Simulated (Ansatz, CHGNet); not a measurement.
**Hexagonal WC: properties by level of theory**

Reference values: lattice constant a 2.906 Å (measured, 300 K, no zero-point or thermal correction; as tabulated in Wikipedia's data pages); lattice parameter c 2.837 Å (measured, 300 K, no zero-point or thermal correction; as tabulated in Wikipedia's data pages).

```tsv
level (code)	equilibrium lattice constant a (Å)	c axis length (Å)
CHGNet 0.3.0	2.926	2.863
BLYP (Ansatz)	2.959	2.872
PBE-D3(BJ) (Ansatz)	2.902	2.832
r²SCAN (Ansatz)	2.913	2.836
r²SCAN+rVV10 (Ansatz)	2.907	2.832
HSE06 (Ansatz)	2.899	2.826
```

Differences from the reference values (errors of the level alone only where the reference is corrected to a static lattice):

```json
[
 {"level": "CHGNet 0.3.0", "lattice constant a (%)": "+0.69", "lattice parameter c (%)": "+0.92"},
 {"level": "BLYP", "lattice constant a (%)": "+1.82", "lattice parameter c (%)": "+1.23"},
 {"level": "PBE-D3(BJ)", "lattice constant a (%)": "-0.14", "lattice parameter c (%)": "-0.18"},
 {"level": "r²SCAN", "lattice constant a (%)": "+0.24", "lattice parameter c (%)": "-0.04"},
 {"level": "r²SCAN+rVV10", "lattice constant a (%)": "+0.03", "lattice parameter c (%)": "-0.18"},
 {"level": "HSE06", "lattice constant a (%)": "-0.24", "lattice parameter c (%)": "-0.39"}
]
```

Nearest: lattice constant a, not ranked (reference at room or unstated temperature); lattice parameter c, not ranked (reference at room or unstated temperature).

Machine-learned potentials (CHGNet 0.3.0) are trained on DFT data: a solid inside that data is no test of them.

Caveats: exact exchange on metals is sensitive to the k mesh and can open a false gap (HSE06); the run warned that the count of filled bands differs between k points (HSE06). Ansatz's density-functional and Hartree–Fock values are scalar-relativistic unless marked +SOC, with PAW data made under PBE.

Differences are worked out from the printed values.

Static lattice: no zero-point or thermal effects.

Ansatz is an electronic-structure program.
